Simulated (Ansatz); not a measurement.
A user runs Ansatz (a first-principles code) on Mg₂CoH₅ (P4/nmm, 16 atoms in the cell) and asks whether the run is sound. The aim is a self-consistent single point with DFT, LDA (PW92), plane waves, default PAW files made with PBE.

Cell that was meant: a = 4.3834 Å, b = 4.3834 Å, c = 6.4916 Å, α = 90.00°, β = 90.00°, γ = 90.00°.

Part of the input:

```yaml
# Mg2CoH5
crystal:
  lattice:
    - [8.283350, 0.000000, 0.000000]
    - [0.000000, 8.283350, 0.000000]
    - [0.000000, 0.000000, 12.267390]
  atoms:
    - { symbol: Mg, position: [0.000000, 0.000000, 0.000000] }
    - { symbol: Mg, position: [0.500000, 0.500000, 0.000000] }
```

Output, abridged:

```
WARN basis.ecutwfc = 420 eV, the default
WARN ansatz: RAYON_NUM_THREADS=1 ignored (pool sized by the plan → 1); use --threads N
   [... lines left out ...]
PAW frozen core: Co, regenerated for the run's functional, and the local potential with it
Initial density: superposition of atomic densities (neutral atoms: chi_scale 0, normalization atom), corrected by the library's trained network
Initial wavefunctions: pseudopotential atomic-orbital guess
Eigensolver: davidson
Functional: x = slater, c = lda
SCF iter   1: F=—  HF=-17848.995995 eV  |F-HF|=—  |Δ(HF+E_count)|=         —  Δρ=6.08e-2  dr2=5.12e1  ethr=1.77e-3  ⟨swp⟩=9.9  Hψ=8079  notcnv=0
all-band conjugate gradients solve this SCF's bands
preconditioner: auto → LDOS
SCF iter   2: F=—  HF=-17849.671811 eV  |F-HF|=—  |Δ(HF+E_count)|=   6.76e-1  Δρ=1.38e-1  dr2=1.85e2  ethr=1.77e-3  ⟨swp⟩=3.0  Hψ=3031  notcnv=0  defer=138  recentre
   [... lines left out ...]
SCF iter  12: F=—  HF=-17847.428784 eV  |F-HF|=—  |Δ(HF+E_count)|=   2.59e-6  Δρ=1.00e-4  dr2=7.97e-5  ethr=1.63e-7  ⟨swp⟩=1.0  Hψ=1606  notcnv=0  defer=119
SCF iter  13: F=—  HF=-17847.428830 eV  |F-HF|=—  |Δ(HF+E_count)|=   4.65e-5  Δρ=2.73e-5  dr2=5.40e-6  ethr=9.48e-8  ⟨swp⟩=1.0  Hψ=1613  notcnv=0  defer=119
SCF iter  14: F=-17847.428830 eV  HF=-17847.428830 eV  |F-HF|=1.14e-8  |Δ(HF+E_count)|=   7.68e-8  Δρ=1.48e-6  dr2=1.97e-8  ethr=1.19e-10  ⟨swp⟩=14.0  Hψ=9379  notcnv=0
SCF 1 converged in 14 iterations: F = -17847.428830 eV  dr2 = 1.97e-8
Free energy (F): -17847.428830 eV
Internal energy: -17846.264556 eV  (E = F + TS)
E sigma→0 (E₀):  -17846.846693 eV
Entropy (-TS):   -1.164274 eV (-72.767 meV/atom)
Fermi energy:    -3.177520 eV
--- Forces (eV/Å), atoms counted from 1 ---
  atom   1  Mg     0.00000000     0.00000000     0.00000000
  atom   2  Mg     0.00000000     0.00000000    -0.00000000
  atom   3  Mg     0.00000000     0.00000000     0.00000000
  atom   4  Mg     0.00000000     0.00000000     0.00000000
  atom   5  Co     0.00000000     0.00000000    -0.51246995
  atom   6  Co     0.00000000     0.00000000     0.51246995
  atom   7  H      0.00000000     0.00000000     0.96410252
   [... lines left out ...]
  atom  16  H     -0.79111865    -0.79111865    -0.00130171
--- Stress (GPa, compression-positive) ---
       -3.829710       0.000000       0.000000
        0.000000      -3.829710       0.000000
        0.000000       0.000000      -2.954252
  P = ⅓ Tr σ = -3.5379 GPa (-35.379 kbar)
  The stress holds the Pulay correction. Without it, at fixed plane waves, as pw.x and ABINIT print it: P = -3.5579 GPa
```

Can these results be used? Check the input.

The run is not sound. The fault is this: lattice typed in bohr, read as angstrom. 1 bohr is 0.529 Å, so a mix-up scales every length by 1.89 or 0.529 and the volume by 6.75 or 0.148. To fix it, give the lengths in the unit that the key or card expects. The run converged in 14 iterations without an error; against the sound input the free energy goes up by 2.90 eV/atom, the pressure goes from -0.65 to -3.54 GPa and the largest force goes from 0.162 to 1.119 eV/Å.

An input that runs soundly differs in these lines (not the only fix; some lines may just follow from the change or write a value another way):
```diff
-    - [8.283350, 0.000000, 0.000000]
-    - [0.000000, 8.283350, 0.000000]
-    - [0.000000, 0.000000, 12.267390]
+    - [4.383360, 0.000000, 0.000000]
+    - [0.000000, 4.383360, 0.000000]
+    - [0.000000, 0.000000, 6.491623]
```

With that input, the run converged in 8 iterations: free energy E − TS (on the zero of these files) -17893.8825 eV; pressure -0.65 GPa; largest force (vector length) 0.162 eV/Å (DFT, LDA (PW92), plane waves, default PAW files made with PBE).

On the sound input: the starting cell comes from a database of computed structures (which also holds hypothetical and non-ambient phases and stackings), without a prior relaxation at this level. Its lattice was rescaled by a random factor within 2.5 % of one. Spin polarisation is off. Ansatz's pressure includes its estimate of the finite-basis (Pulay) stress.

Keys are those of Ansatz 0.2.
